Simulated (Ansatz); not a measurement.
Neutral impurities on the Ti site of rock-salt TiN: relaxed bond lengths against the impurity's covalent radius (Cordero's table). All values below come from PBE, PAW (plane waves to 420 eV; Ansatz, an electronic-structure program). Cell and caveats: 64-site cell; 4×4×4 shifted k-points; no spin–orbit coupling; no Hubbard U; not converged in cell size; the relaxation kept the symmetry of the starting site.

```tsv
impurity	x: covalent radius (Å)	y: mean distance to the nearest shell of neighbours (Å)
B	0.84	1.96
Si	1.11	1.97
Cu	1.32	2.17
Ru	1.46	2.15
Hf	1.75	2.16
Al	1.21	?
```

Task: Fit a straight line to the 5 complete rows and predict the last.

Result: Means: x = 1.296, y = 2.082; Sxx = 0.476, Sxy = 0.125. Slope 0.125 / 0.476 = 0.26, intercept 2.082 − 0.26 × 1.296 = 1.75 Å; the rows scatter by 0.07 Å about the line, and R² = 0.72. Prediction: 1.75 + 0.26 × 1.21 = 2.06 Å. The calculation gave 2.06 Å, 0.00 Å below the line, within its scatter.
